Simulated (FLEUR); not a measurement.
Band structure of AlCuNi6 (P4/mmm, 8 atoms in the cell).

```
CELL_PARAMETERS angstrom
      3.54276     0.00000     0.00000
      0.00000     3.54276     0.00000
      0.00000     0.00000     7.09129
ATOMIC_POSITIONS crystal
  Al 0.00000 0.00000 0.00000
  Cu 0.00000 0.00000 0.50000
  Ni 0.50000 0.50000 0.00000
  Ni 0.50000 0.50000 0.50000
  Ni 0.50000 0.00000 0.25060
  Ni 0.50000 0.00000 0.74940
  Ni 0.00000 0.50000 0.25060
  Ni 0.00000 0.50000 0.74940
```
Moments meant for the start (each program seeds them in its own way; μB, in the order of the atoms Al Cu Ni Ni Ni Ni Ni Ni): 0.0 0.0 2.0 2.0 2.0 2.0 2.0 2.0.

Level of theory: LDA (Vosko-Wilk-Nusair), all-electron FLAPW (FLEUR), scalar-relativistic valence in FLEUR.

Settings: Kmax = 3.7 1/bohr; GmaxXC = 14.8 1/bohr; xcFunctional = vwn; jspins = 2; l_soc = F; mode = hist; fermiSmearingEnergy = 0.00183747 Htr; mesh (inpgen div1-3) = 5 5 3; inpgen gamma flag = false; Gmax = 14.8 1/bohr; numbands = 0; maxIterBroyd = 15; imix = Anderson; alpha = 0.05.

The starting cell comes from a database of computed structures (which also holds hypothetical and non-ambient phases and stackings), without a prior relaxation at this level. Values depend on the basis (sphere radii, cutoffs, local orbitals), which need not be converged.

Levels in eV from the Fermi level, bands 53 to 60 of the first spin channel:
```
point     53     54     55     56     57    58    59    60
-----  -----  -----  -----  -----  -----  ----  ----  ----
Γ      -0.12  -0.11  -0.10  -0.10   1.51  1.51  1.60  6.56
X      -0.97  -0.54  -0.24  -0.11   0.16  0.97  1.00  6.22
M      -0.83  -0.28  -0.28  -0.27  -0.18  0.03  0.22  1.04
Z      -0.50  -0.44  -0.36  -0.11  -0.11  3.05  3.05  3.67
R      -0.70  -0.57  -0.51  -0.37  -0.37  2.73  2.93  2.98
A      -0.55  -0.55  -0.51   0.32   0.47  0.47  0.52  0.88
```
